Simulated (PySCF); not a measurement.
PySCF 2.14.0, CCSD (frozen core)/cc-pvdz: Li(OtBu) ([Li][O]C(C)(C)C), 15 atoms. The geometry is a generated start, not checked to be a minimum at this level.

| Item | Value |
|---|---|
| task | ccsd |
| basis | cc-pvdz |
| two-electron scheme | exact four-centre integrals |
| frozen core | true |
| mf.init_guess | minao (default) |
| mf.DIIS | CDIIS (default) |
| mf.diis_space | 8 (default) |
| mf.conv_tol | 1e-09 (default) |
| basis functions (reference run) | 129 |

On 4 threads, 1 BLAS thread. Build: conda-forge: OpenMP (GNU), OpenBLAS with its own threads, libcint, Libxc. Single runs; times are not shown.

Values of mol.max_memory tried: 8000 MB, 4000 MB, 2000 MB, 1000 MB, 500 MB, 300 MB, 200 MB.

Problem. How low can the memory setting go, and what changes on the way?

Solution. It runs down to 200 MB, the lowest tried, with the same result. At 8000 MB: SCF integrals in memory, transformation in memory. From 2000 MB down: SCF integrals in memory, transformation through a file. From 300 MB down: direct SCF, transformation through a file.

| mol.max_memory | path | peak memory |
|---|---|---|
| 8000 MB | SCF integrals in memory, transformation in memory | 1.6 GiB |
| 4000 MB | SCF integrals in memory, transformation in memory | 1.6 GiB |
| 2000 MB | SCF integrals in memory, transformation through a file | 1.6 GiB |
| 1000 MB | SCF integrals in memory, transformation through a file | 1.6 GiB |
| 500 MB | SCF integrals in memory, transformation through a file | 1.6 GiB |
| 300 MB | direct SCF, transformation through a file | 1.4 GiB |
| 200 MB | direct SCF, transformation through a file | 1.4 GiB |

Peak memory is the kernel's count for the largest process, libraries included and scratch files not. The peak passes the setting at 1000 MB, 500 MB, 300 MB, 200 MB: it is no hard cap.
